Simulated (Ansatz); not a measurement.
What pressure 4.5 GPa does to Rh

Start from Rh in the fcc (Cu type) structure (space group Fm-3m, No. 225; a = 3.830 Å).

One thing is altered: a hydrostatic pressure of 4.5 GPa.

Level of theory: PBE in Ansatz (plane waves to 420 eV, PAW, no SOC). Settings: 21×21×21 k-points, 0.05 eV Fermi–Dirac smearing.

| quantity | base | changed | shift |
|---|---|---|---|
| volume per atom | 14.05 Å³ | 13.81 Å³ | -0.234 Å³ |
| lattice parameter a | 3.830 Å | 3.809 Å | -0.021 Å |
| shortest interatomic distance | 2.708 Å | 2.693 Å | -0.015 Å |
| enthalpy H = E + PV relative to the base's energy | – | +0.39 eV/atom | – |
| band gap | zero | zero | – |

Load acts through the strain it causes; cell and atoms are relaxed under it. Whether these cells are dynamically stable was not tested. All final runs are without spin polarisation.

Ansatz is a first-principles code.
